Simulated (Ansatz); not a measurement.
Abridged Ansatz (an electronic-structure program) output:

```
Pseudopotential: Nb, paw, valence charge 13
Pseudopotential: O, paw, valence charge 6
Crystal: 7 atoms, lattice volume = 77.090 Å³
Basis set: ecut = 420 eV, 1529 PW (Γ), exchange–correlation on 54×54×80 points (8 copies of the dense FFT grid, shifted against one another)
Bands: 35, of which v1, the nominal top of the filled ones, is band 28 counted from 1 (27 counted from 0)
Symmetry: 2 space group operations
k-points: 160 of 567 (time reversal used)
Functional: x = pbesol(κ = 0.804, μ = 0.12345679012345678), c = pbesol(β = 0.046)
SCF iter   1: F=—  HF=-11799.112324 eV  |F-HF|=—  |Δ(HF+E_count)|=         —  Δρ=2.17e-2  dr2=3.18e-1  ethr=1.77e-3  ⟨swp⟩=6.0  Hψ=23497  notcnv=0
SCF iter   2: F=—  HF=-11799.061659 eV  |F-HF|=—  |Δ(HF+E_count)|=   5.07e-2  Δρ=8.50e-3  dr2=4.63e-2  ethr=5.67e-4  ⟨swp⟩=2.3  Hψ=9880  notcnv=0  defer=286
SCF 1 converged in 11 iterations: F = -11799.054619 eV  dr2 = 1.84e-10
SCF converged after 11 iterations
Free energy (F): -11799.054619 eV
Internal energy: -11799.054619 eV  (E = F + TS)
E sigma→0 (E₀):  -11799.054619 eV
Fermi energy:    11.449556 eV
--- Forces (eV/Å), atoms counted from 1 ---
  atom   1  Nb    -0.00019786     0.00010379     0.00015662
  atom   2  Nb     0.00019786     0.00010379    -0.00015662
  atom   3  O      0.00000000    -0.00056218     0.00000000
  atom   4  O      0.00017384     0.00011584     0.00073707
  atom   5  O     -0.00017384     0.00011584    -0.00073707
  atom   6  O      0.00027997     0.00006048     0.00020341
  atom   7  O     -0.00027997     0.00006048    -0.00020341
--- Stress (GPa, compression-positive) ---
       -0.000917      -0.000000       0.003233
       -0.000000      -0.001442      -0.000000
        0.003233      -0.000000       0.003493
  P = ⅓ Tr σ = 0.0004 GPa (0.004 kbar)
```

Problem. What was computed, and what are the main results?

Solution. Nb2O5, 7 atoms in the cell, with PBEsol/PAW in Ansatz, without spin-orbit coupling. The last SCF converged to F = -11799.054619 eV, or -1685.5792 eV per atom, at a pressure of 0.00 GPa. The total energy compares only with runs of the same code, potentials and settings.

No phonon test of stability was made. The cell is Nb$_{2}$O$_{5}$ (space group C2, No. 5; a cell from a computed database, its experimental status unchecked).
